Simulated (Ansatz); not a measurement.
Structure of amorphous Ga24O37Zn (periodic cell):

```xyz
62
Lattice="8.9012 -0.1203 -0.1492 -0.1203 9.2362 0.1208 -0.1492 0.1208 9.2824" Properties=species:S:1:pos:R:3 pbc="T T T"
Ga     5.6828     8.0031     0.8762
Ga     5.6127     3.0662     6.3799
Ga     7.0915     2.4364     3.4190
Ga     7.2361     8.4799     3.4817
Ga     2.7488     7.1324     7.4712
Ga     1.8122     8.8069     4.8454
Ga     2.8093     8.8661     0.6065
Ga     4.4275     0.9298     4.1159
Ga     8.3853     1.7770     7.1716
Ga     0.9294     2.3871     4.6029
Ga     3.4958     6.8554     3.0184
Ga     6.6788     5.4238     4.6853
Ga     5.8614     2.0732     0.1601
Ga     0.6655     2.1634     1.2336
Ga     4.8426     9.0127     7.2635
Ga     8.4962     7.5463     5.8990
Ga     8.4990     4.8649     7.3626
Ga     1.3800     5.7175     0.7628
Ga     7.1358     4.8875     1.2461
Ga     0.6127     5.4043     3.9039
Ga     3.6963     4.0211     4.4133
Ga     6.0797     6.4145     7.8067
Ga     3.3563     2.6664     1.4533
Ga     8.4002     8.5099     8.7574
O      3.4200     8.5066     3.9214
O      8.6216     5.5276     5.3929
O      6.5701     2.2803     7.7640
O      0.6568     3.4222     7.5212
O      2.3459     1.3074     5.0162
O      3.8863     3.7595     6.2551
O      8.6568     9.1870     6.9872
O      5.0225     0.5316     0.7211
O      1.7245     6.2423     2.6451
O      2.1920     5.6560     8.4061
O      8.1916     2.2215     5.2825
O      0.0613     8.5277     4.3316
O      6.0530     3.5905     4.5651
O      4.0794     3.1583     9.1570
O      1.6412     7.3910     6.0225
O      8.4915     1.1797     9.1261
O      4.0081     2.5600     3.2016
O      6.2623     8.4316     8.3844
O      7.7676     5.1257     3.0070
O      6.5496     4.8370     6.8153
O      2.2809     1.0989     1.3886
O      1.8030     3.7113     1.2576
O     -0.0367     2.1678     2.9586
O      7.2811     7.9202     1.7572
O      3.8925     7.4484     1.3163
O      8.0427     6.7683     7.6147
O      1.7855     4.0428     4.3818
O      4.5249     5.5821     3.8146
O      6.2283     0.7550     3.4296
O      8.6212     4.8277     0.1211
O      3.0999     8.9248     8.0577
O      6.6281     3.0805     1.5551
O      4.5632     7.1125     6.8819
O      5.9145     5.9363     0.3374
O      6.7062     7.3180     4.9114
O      1.2060     7.7330     0.3693
O      5.0444     1.1128     5.8956
Zn     2.6655     3.7923     7.8187
```

Level of theory: PBE, scalar-relativistic without spin-orbit coupling (plane waves to 420 eV, PAW; Ansatz, a quantum-chemistry and plane-wave program).

It comes from a melt-quench run on a machine-learned potential (CHGNet), relaxed afterwards by DFT. O atoms were pushed apart under 1.9 Å during the dynamics, to hinder bonds among them. The hot cell started wider than the set density and was brought back towards it in steps. It is the lowest in DFT energy of 2 quenches. It is a model cell: composition and starting density were chosen by hand, and all elements were melted together. No dispersion term was used. Its density started from a set value of 5.01 and ended at 5.07 g/cm³. The simulated quench (nominally 220 K/ps over its main leg) is rapid and tends to freeze in more defects than a deposited or slowly cooled glass has. One small periodic cell is one sample of the glass; other quenches scatter about these values. Volume and shape were free in the relaxation.

Cut-offs for bonds: Ga-Ga 2.68 Å, Ga-O 2.48 Å, Ga-Zn 2.68 Å, O-O 1.58 Å, O-Zn 2.26 Å, Zn-Zn 2.68 Å. Two cations that share two anions don't count as bonded, nor two that share one unless they lie closer than Ga-Ga 2.61 Å, Ga-Zn 2.61 Å, Zn-Zn 2.61 Å.

### Question
Give the coordination numbers, mean bond lengths and angles.

### Answer

```
Quantity                                                           Value
---------------------------------  -------------------------------------
Mean coordination of Ga by anions  4.62 (11 with 4, 11 with 5, 2 with 6)
Mean coordination of O              3.11 (1 with 2, 31 with 3, 5 with 4)
Mean coordination of Zn by anions                        4.00 (1 with 4)
Mean Ga-O bond                     1.947 Å (spread 0.114 Å, 111 counted)
Mean O-Zn bond                       2.027 Å (spread 0.031 Å, 4 counted)
Bond angle at Ga                               mean 106.8°, spread 24.0°
Bond angle at O                                mean 114.8°, spread 16.4°
Bond angle at Zn                               mean 109.3°, spread 15.4°
```

### Question
List the pairs of like atoms that count as bonded by the rules above.

### Answer
There are none by these rules.
